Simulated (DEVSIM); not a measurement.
System: Co/Al2O3/SiO2/p-Si capacitor, at 300 K.

```csv
layer (left to right),material,thickness (nm),Na (cm⁻³)
1,Al2O3,15.0,-
2,SiO2,1.40,-
3,Si,7100,6.6e15
```

Metal gate on the left, work function 5 eV. Fixed charge at the semiconductor interface 0 cm⁻² (in units of +e); interface traps 2.3e12 cm⁻² eV⁻¹, uniform in energy, neutral level at 0.7 of the gap above the valence band.

The device is made up for the run: typed textbook-type constants, with dimensions and the other settings drawn at random. Values at 300 K.

| parameter | Al2O3 | SiO2 | Si |
|---|---|---|---|
| gap (eV) | 6.8 | 9 | 1.124 |
| affinity (eV) | 1.35 | 0.9 | 4.05 |
| permittivity | 9 | 3.9 | 11.7 |
| Nc (cm⁻³) | - | - | 2.86e19 |
| Nv (cm⁻³) | - | - | 3.1e19 |

DEVSIM, 1D Poisson equation in equilibrium, Boltzmann statistics, complete ionisation; no quantum confinement or tunnelling. Metal contacts follow the ideal Schottky-Mott rule: no Fermi-level pinning, no interface dipoles.

The Al2O3 thickness was swept, all else fixed.

```csv
Al2O3 thickness (μm),minimum of the low-frequency capacitance (μF/cm²),capacitance of the dielectric stack (μF/cm²),flat-band voltage (V)
0.006,0.274,0.863,-0.20
0.0083,0.254,0.691,-0.26
0.01,0.241,0.602,-0.30
0.013,0.221,0.491,-0.38
0.015,0.209,0.437,-0.43
0.018,0.194,0.375,-0.51
```

From the first row to the last the minimum of the low-frequency capacitance goes from 0.274 to 0.194. From the first row to the last the capacitance of the dielectric stack goes from 0.863 to 0.375.
